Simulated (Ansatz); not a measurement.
The reference is Zr in the hcp (Mg type) structure (space group P6_3/mmc, No. 194; a = 3.182 Å, c = 5.124 Å; relaxed with 0.1 eV smearing). Axes: x lies along a and z along c of the hexagonal cell.

Level of theory: PBEsol (Ansatz, a program for electronic structure), spin-orbit coupling left out.

Base values:

| Property | Result |
|---|---|
| Pressure | 0.0 GPa |
| Shortest interatomic distance | 3.153 Å |

It is then changed as follows: the cell is compressed by 2.50 % along z with no lateral relaxation; the atoms relax in the strained cell.

Q: What happens to the pressure, energy relative to the base and shortest interatomic distance?

A: The pressure (mean of the normal stresses, compression positive) goes from zero to 2.8 GPa; the energy rises by 7.9 meV/atom; the shortest interatomic distance drops by 0.052 Å to 3.101 Å.

Whether these cells are dynamically stable was not tested. The final runs are not spin-polarised.
